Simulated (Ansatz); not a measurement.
TlCl3 (Pnma, No. 62, 16 atoms in the cell), treated with HSE06 (PAW; Ansatz, a quantum-chemistry and plane-wave program).

Settings: plane-wave cutoff 500 eV, 2×4×4 k mesh (along the axes of the cell as run), gaussian smearing 0.02 eV, scalar-relativistic PAW data made under PBE.

Cell (relaxed with PBEsol):

```cif
data_Cl12Tl4
_chemical_formula_sum 'Tl4 Cl12'
_space_group_name_H-M_alt 'P 1'
_space_group_IT_number 1
_cell_length_a 10.58875
_cell_length_b 6.97003
_cell_length_c 5.87039
_cell_angle_alpha 90.000
_cell_angle_beta 90.000
_cell_angle_gamma 90.000
loop_
_space_group_symop_operation_xyz
  'x, y, z'
loop_
_atom_site_label
_atom_site_type_symbol
_atom_site_fract_x
_atom_site_fract_y
_atom_site_fract_z
_atom_site_occupancy
Tl1 Tl 0.80654 0.75000 0.15820 1
Tl2 Tl 0.19346 0.25000 0.84180 1
Tl3 Tl 0.69346 0.25000 0.65820 1
Tl4 Tl 0.30654 0.75000 0.34180 1
Cl1 Cl 0.02131 0.75000 0.02324 1
Cl2 Cl 0.97869 0.25000 0.97676 1
Cl3 Cl 0.47869 0.25000 0.52324 1
Cl4 Cl 0.52131 0.75000 0.47676 1
Cl5 Cl 0.65920 0.00946 0.00981 1
Cl6 Cl 0.34080 0.99054 0.99019 1
Cl7 Cl 0.84080 0.99054 0.50981 1
Cl8 Cl 0.15920 0.00946 0.49019 1
Cl9 Cl 0.15920 0.49054 0.49019 1
Cl10 Cl 0.84080 0.50946 0.50981 1
Cl11 Cl 0.34080 0.50946 0.99019 1
Cl12 Cl 0.65920 0.49054 0.00981 1
```

Q: What does this level give for the band gap?

A: 
- band gap = 1.67 eV (on the SCF k mesh)

Note: cell and atoms aren't relaxed at this level (pressure 0.4 GPa).

Spin–orbit coupling is not included; with these elements it can move the gap by several tenths of an eV or more.
